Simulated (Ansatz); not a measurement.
# ScB2: response to strain

The reference is ScB₂ (space group P6/mmm, No. 191; relaxed with 0.1 eV smearing).

```yaml
crystal:
  lattice:
    - [3.12521, 0.00000, 0.00000]
    - [-1.56261, 2.70651, 0.00000]
    - [0.00000, 0.00000, 3.48685]
  atoms:
    - { symbol: Sc, position: [0.00000, 0.00000, 0.00000] }
    - { symbol: B, position: [0.66667, 0.33333, 0.50000] }
    - { symbol: B, position: [0.33333, 0.66667, 0.50000] }
```

Cartesian axes are those of the cell as printed.

Strains are applied to the cell and any free atomic positions relax; under stress the whole cell relaxes.

Method: PBEsol in Ansatz (plane waves to 420 eV, PAW, no SOC).

Candidates:
(a) uniaxial strain ε_xx = −3.40 %
(b) uniaxial strain ε_yy = +2.43 %
(c) uniaxial stress, 2 GPa compression along x

Notes on the quantities. energy relative to the base: free energy F.

### Question
Order them by energy relative to the base, highest first.

### Answer
(a) uniaxial strain ε_xx = −3.40 % (+19 meV/atom), (b) uniaxial strain ε_yy = +2.43 % (+8.9 meV/atom), (c) uniaxial stress, 2 GPa compression along x (+0.2 meV/atom)

Stability under load was not tested beyond the relaxation. The final runs are not spin-polarised. An odd electron count without spin: ScB2.

Ansatz is a first-principles code.
